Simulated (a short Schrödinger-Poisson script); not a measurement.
MOS inversion layer, SiO2 on p-type GaAs

System: MOS inversion layer, SiO2 on p-type GaAs, at 300 K.

| layer | material | thickness (nm) | Na (cm⁻³) |
|---|---|---|---|
| 1 | SiO2 | 1.8 | - |
| 2 | GaAs | 2100 | 5.8e16 |

The device is made up for the run: typed textbook-type constants, with dimensions and the other settings drawn at random. SiO2: permittivity 3.9, conduction-band edge (eV) 3.17, gap (eV) 9, electron mass (mₑ) 0.5. GaAs: permittivity 12.9, conduction-band edge (eV) 0, gap (eV) 1.424, Nv at 300 K (cm⁻³) 9e18.

Channel valleys (confinement mass, in-plane density-of-states mass, number): Γ 0.067, 0.067, 1. At the gate the conduction-band edge of layer 1 lies 3.38 eV − eVg above the Fermi level of the channel; the field vanishes at the back. Gaps are held at their typed values at every temperature. Mesh 0.03 nm at interfaces.

From a short Schrödinger-Poisson script (our own, NumPy): 1D Poisson equation in equilibrium, electrons quantum, Hartree (BenDaniel-Duke, 12 states a valley, the channel's in-plane mass for all, wave functions ending at the dielectric), parabolic valleys, classical holes, full ionisation, no traps, pinning or gate leakage.

```csv
Vg (V),electrons (cm⁻²),C (μF/cm²),Γ E0 (meV),Γ E1 (meV)
0.1,8.16e6,0.0677,295.9,374.0
0.15,4.94e7,0.0665,249.2,328.6
0.2,3.00e8,0.0666,202.6,283.1
0.25,1.81e9,0.0736,156.0,237.7
0.3,1.06e10,0.118,110.2,193.2
0.35,5.13e10,0.281,68.6,152.9
0.4,1.65e11,0.531,36.3,122.5
0.45,3.54e11,0.713,13.3,101.9
0.5,5.88e11,0.818,-4.1,87.0
0.55,8.50e11,0.882,-18.7,75.2
0.6,1.13e12,0.925,-31.5,65.3
0.65,1.42e12,0.956,-43.3,56.4
0.7,1.72e12,0.980,-54.5,48.3
0.75,2.03e12,0.999,-65.2,40.7
0.8,2.34e12,1.02,-75.6,33.6
0.85,2.66e12,1.03,-85.7,27.0
0.9,2.98e12,1.04,-95.5,20.6
0.95,3.30e12,1.05,-105.2,14.6
1,3.63e12,1.07,-114.7,8.9
1.05,3.97e12,1.07,-124.1,3.4
1.1,4.30e12,1.08,-133.3,-1.9
```

Subbands count from the Fermi level.

Above a few 1e12 electrons/cm² a light Γ valley is non-parabolic and upper valleys begin to fill, which the model leaves out.
